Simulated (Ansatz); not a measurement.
**What isotropic strain +1.00 % does to CuAu**

The reference is CuAu (space group P4/mmm, No. 123; a = 2.869 Å, c = 3.645 Å; relaxed with 0.1 eV smearing).

Now apply this change: the cell is scaled by 1.0100 in all directions; the atoms relax in the strained cell.

All numbers come from Kohn–Sham DFT with the PBE functional, run in Ansatz (a first-principles code) with PAW and 420 eV plane waves, scalar-relativistic without spin-orbit coupling. k-mesh 20×20×16 (Γ-centred); smearing 0.1 eV (Fermi–Dirac).

```json
[
 {"quantity": "shortest interatomic distance", "base": "2.727 Å", "changed": "2.755 Å", "shift": "+0.0273 Å"},
 {"quantity": "energy relative to the base (free energy F)", "base": "0 meV/atom", "changed": "+5.7 meV/atom", "shift": "+5.7 meV/atom"},
 {"quantity": "band gap", "base": "zero", "changed": "zero", "shift": "–"}
]
```

Whether these cells are dynamically stable was not tested. All final runs are without spin polarisation.
